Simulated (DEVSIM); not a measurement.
Structure: Cr/SiO2/p-Si capacitor, at 400 K.

Layer 1 from the left is SiO2, thickness (nm) 2.40. Layer 2 from the left is Si, thickness (nm) 9300, Na (cm⁻³) 3.8e15.

Metal gate on the left, work function 4.5 eV. Fixed charge at the semiconductor interface 0 cm⁻² (in units of +e); no interface traps.

Constants are typed, rounded textbook-type inputs, not results; the design itself was drawn at random and stands for no fabricated device. Values at 300 K; Nc and Nv go as T^1.5, mobilities as T to minus their exponent, the gap by Varshni's rule with the affinity fixed.

SiO2: gap (eV) 9, affinity (eV) 0.9, permittivity 3.9. Si: gap (eV) 1.124, affinity (eV) 4.05, permittivity 11.7, Nc (cm⁻³) 2.86e19, Nv (cm⁻³) 3.1e19, Varshni α (eV/K) 0.000473, Varshni β (K) 636.

Task: Estimate by hand the flat-band voltage, the threshold voltage, and compare with a numerical solution.

Result: 
- Flat-band voltage: C = 1.44 μF/cm², work-function difference -0.321 V; VFB = φms − qNf/C = -0.32 V; numerical -0.32 V.
- Threshold voltage: φF = 0.224 V, depletion charge √(4εqNφF) = 2.38e-8 C/cm²; VT = VFB + 2φF + Qd/C = 0.14 V; numerical 0.14 V.

DEVSIM, 1D Poisson equation in equilibrium, Boltzmann statistics, complete ionisation; no quantum confinement or tunnelling. Metal contacts follow the ideal Schottky-Mott rule: no Fermi-level pinning, no interface dipoles.
